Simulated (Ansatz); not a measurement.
System: Ag (model structure, P6/mmm, No. 191, 7 atoms in the cell). Method: PBEsol (Ansatz, a quantum-chemistry and plane-wave program, PAW).

Run with plane-wave cutoff 520 eV, 12×12×12 k mesh, Fermi–Dirac smearing 0.05 eV, no spin polarisation, scalar-relativistic PAW data made under PBE.

Cell (relaxed at this level):

```cif
data_Ag7
_chemical_formula_sum 'Ag7'
_space_group_name_H-M_alt 'P 1'
_space_group_IT_number 1
_cell_length_a 5.26178
_cell_length_b 5.26178
_cell_length_c 5.14163
_cell_angle_alpha 90.000
_cell_angle_beta 90.000
_cell_angle_gamma 120.000
loop_
_space_group_symop_operation_xyz
  'x, y, z'
loop_
_atom_site_label
_atom_site_type_symbol
_atom_site_fract_x
_atom_site_fract_y
_atom_site_fract_z
_atom_site_occupancy
Ag1 Ag 0.00000 0.00000 0.25296 1
Ag2 Ag 0.00000 0.00000 0.74704 1
Ag3 Ag 0.33333 0.66667 0.50000 1
Ag4 Ag 0.66667 0.33333 0.50000 1
Ag5 Ag 0.00000 0.50000 0.00000 1
Ag6 Ag 0.50000 0.00000 0.00000 1
Ag7 Ag 0.50000 0.50000 0.00000 1
```

Q: Give the computed bulk modulus B0.

A: 
- bulk modulus B0 = 105 GPa

The run finds no gap.

Note: the bulk modulus is −V dP/dV from two relaxed cells at ±2 % in volume; the relaxation could raise the start's symmetry but not lower it, so the cell can be a saddle point.

Computed values are for the static lattice.

It cost very roughly 4 core-minutes of CPU time.

A model structure was made by putting elements into a prototype or built by hand; it is no filed structure, need not be a known phase, and can be a saddle point held by its symmetry.
